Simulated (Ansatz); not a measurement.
The parent structure is Cs$_{2}$AgBiBr$_{6}$ (space group Fm-3m, No. 225).

```yaml
crystal:
  lattice:
    - [0.00000, 5.59369, 5.59369]
    - [5.59369, 0.00000, 5.59369]
    - [5.59369, 5.59369, 0.00000]
  atoms:
    - { symbol: Bi, position: [0.00000, 0.00000, 0.00000] }
    - { symbol: Ag, position: [0.50000, 0.50000, 0.50000] }
    - { symbol: Cs, position: [0.25000, 0.25000, 0.25000] }
    - { symbol: Cs, position: [0.75000, 0.75000, 0.75000] }
    - { symbol: Br, position: [0.25391, 0.74609, 0.25391] }
    - { symbol: Br, position: [0.25391, 0.74609, 0.74609] }
    - { symbol: Br, position: [0.74609, 0.25391, 0.74609] }
    - { symbol: Br, position: [0.74609, 0.25391, 0.25391] }
    - { symbol: Br, position: [0.25391, 0.25391, 0.74609] }
    - { symbol: Br, position: [0.74609, 0.74609, 0.25391] }
```

Cartesian axes are those of the cell as printed.

Calculations: PBEsol (Ansatz, a first-principles code; PAW; 420 eV plane waves; spin-orbit coupling left out).

Before the change:

| Quantity | Result |
|---|---|
| Pressure | 0.0 kbar |

Perturbation: uniaxial strain ε_zz = +0.75 %, all other strain components held at zero, atoms relaxed at fixed cell.

How does this affect the pressure?

The pressure (mean of the normal stresses, compression positive) goes from zero to -2.0 kbar.

What does the calculation give for the largest internal atomic displacement after the change?

The largest internal atomic displacement comes out as 0.012 Å.

Stability against distortions was not tested.
